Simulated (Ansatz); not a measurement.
MgO (P6₃mc, No. 186, 4 atoms in the cell; start mp-549706; a measured phase of this formula has another space group), treated with r²SCAN+rVV10 in Ansatz (PAW).

Settings: plane-wave cutoff 500 eV, 18×18×8 k mesh (along the axes of the cell as run), Fermi–Dirac smearing 0.05 eV, scalar-relativistic PAW data made under PBE.

Cell (relaxed at this level):

```cif
data_Mg2O2
_chemical_formula_sum 'Mg2 O2'
_space_group_name_H-M_alt 'P 1'
_space_group_IT_number 1
_cell_length_a 3.28696
_cell_length_b 3.28696
_cell_length_c 5.00349
_cell_angle_alpha 90.000
_cell_angle_beta 90.000
_cell_angle_gamma 120.000
loop_
_space_group_symop_operation_xyz
  'x, y, z'
loop_
_atom_site_label
_atom_site_type_symbol
_atom_site_fract_x
_atom_site_fract_y
_atom_site_fract_z
_atom_site_occupancy
Mg1 Mg 0.33333 0.66667 0.00397 1
Mg2 Mg 0.66667 0.33333 0.50397 1
O1 O 0.33333 0.66667 0.40063 1
O2 O 0.66667 0.33333 0.90063 1
```

### Question
Estimate the band gap that the calculation returns.

### Answer

- band gap = 4.17 eV (on the SCF k mesh)

Note: the relaxation could not lower the start's symmetry, so the cell can be a saddle point above a distorted one.

Static lattice: no zero-point or thermal effects.

The result took roughly 4 core-minutes.

A start named mp-… is a Materials Project structure, which need not be a measured phase.

Ansatz is an electronic-structure program.
